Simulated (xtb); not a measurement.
xtb 6.7.1, GFN1-xTB: Cc1ccc2cc(C(=O)c3cc(C)c(C(F)(F)F)s3)ccc2c1, 36 atoms. The geometry is a generated start, not checked to be a minimum at this level.

```
Quantity                                                                                                        Value
------------------------  -------------------------------------------------------------------------------------------
method                                                                                                       GFN1-xTB
--acc                                                                                                     1 (default)
--etemp (K)                                                                                             300 (default)
detailed input (--input)  none: ANC optimiser, Lindh (1995) Hessian, microcycle=20, maxdispl=1.0, hlow=0.01 (default)
basis functions                                                                                                   124
valence electrons                                                                                                 118
```

The structure is relaxed from this start with --opt LEVEL for the levels crude, sloppy, loose, lax, normal, tight, vtight, extreme, once each. Up to the end of the extreme run atoms move by at most 1.3 Å along an axis.

Task: What is the loosest level that ends within 5 meV of the extreme run, and how many cycles does it take?

Result: normal: 58 cycles against 119, ending 1.9 meV above.

```csv
level,cycles,energy above the extreme run (meV),gradient norm (eV/Å)
crude,4,65,0.25
sloppy,14,28,0.20
loose,16,26,0.14
lax,24,19,0.11
normal,58,1.9,0.018
tight,85,0.33,0.020
vtight,96,0.050,0.0031
extreme,119,—,0.0014
```
